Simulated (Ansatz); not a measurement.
This Ansatz (a first-principles code) input is the reference run, MoTe2 in the 2H-MoS2 type structure (space group P6_3/mmc, No. 194; layered, stacked along the Cartesian z axis), computed with PBE-D3(BJ) in Ansatz (plane waves to 420 eV, PAW, scalar-relativistic without spin-orbit coupling), earlier PAW set:

Ansatz 0.2 input:
```yaml
crystal:
  lattice:
    - [3.4967027671, 0, 0]
    - [-1.7483513836, 3.0282334258, 0]
    - [0, 0, 13.6973014418]
  atoms:
    - { symbol: Mo, position: [0.3333333333, 0.6666666667, 0.75] }
    - { symbol: Mo, position: [0.6666666667, 0.3333333333, 0.25] }
    - { symbol: Te, position: [0.3333333333, 0.6666666667, 0.1173441841] }
    - { symbol: Te, position: [0.6666666667, 0.3333333333, 0.6173441841] }
    - { symbol: Te, position: [0.6666666667, 0.3333333333, 0.8826558159] }
    - { symbol: Te, position: [0.3333333333, 0.6666666667, 0.3826558159] }
basis: { ecutwfc: 420, ecutrho_ratio: 4, xc_grid: 2, fft_grid_basis: typed }
kpoints: { mp_grid: { grid: [11, 11, 3] } }
hamiltonian:
  xc: pbe
  dispersion: d3bj
  pseudopotentials: { azcp: { folder: ./paw }, kind: paw }
scf: { occupations: { method: fermi_dirac, width: 0.05 }, convergence: { dr2_threshold: 0.0000000006 } }
output: { forces: true, stress: true }
checkpoint: { write: state.ck, write_every: 1000 }
```

Write the input for this change: the cell is scaled by 0.9746 in all directions, atoms relaxed at fixed cell.


Ansatz 0.2 input:
```yaml
crystal:
  lattice:
    - [3.4078865168, 0, 0]
    - [-1.7039432584, 2.9513162968, 0]
    - [0, 0, 13.3493899852]
  atoms:
    - { symbol: Mo, position: [0.3333333333, 0.6666666667, 0.75] }
    - { symbol: Mo, position: [0.6666666667, 0.3333333333, 0.25] }
    - { symbol: Te, position: [0.3333333333, 0.6666666667, 0.1173441841] }
    - { symbol: Te, position: [0.6666666667, 0.3333333333, 0.6173441841] }
    - { symbol: Te, position: [0.6666666667, 0.3333333333, 0.8826558159] }
    - { symbol: Te, position: [0.3333333333, 0.6666666667, 0.3826558159] }
basis: { ecutwfc: 420, ecutrho_ratio: 4, xc_grid: 2, fft_grid_basis: typed }
kpoints: { mp_grid: { grid: [11, 11, 3] } }
hamiltonian:
  xc: pbe
  dispersion: d3bj
  pseudopotentials: { azcp: { folder: ./paw }, kind: paw }
scf: { occupations: { method: fermi_dirac, width: 0.05 }, convergence: { dr2_threshold: 0.0000000006 } }
relax: { f_tol: 0.005, max_steps: 50 }
output: { forces: true, stress: true }
checkpoint: { write: state.ck, write_every: 1000 }
```
This is the input that was run.

The cells carry an imposed strain or load. Whether these cells are dynamically stable was not tested. The D3 term's C6 switches between coordination references near this geometry, which can add small steps to energies.
